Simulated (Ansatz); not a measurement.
Start from Na in the bcc (W type) structure (space group Im-3m, No. 229; a = 4.223 Å).

Computed with r2SCAN/PAW in Ansatz (an electronic-structure program), no SOC.

Base values:

| Quantity | Result |
|---|---|
| Lattice parameter a | 4.223 Å |
| Magnetic state | not spin-polarised |

The change: Eu takes the place of Na on all its sites; the structure is relaxed again.

Task: Predict the new lattice parameter a and magnetic state.

Result: The lattice parameter a increases by 0.224 Å (4.223 Å → 4.447 Å); the magnetic state goes from not spin-polarised to ferromagnetic.

Other magnetic orders, which the real material may have, were not ruled out. The state of the 4f shell was not checked for lower solutions. No phonon test of stability was made.
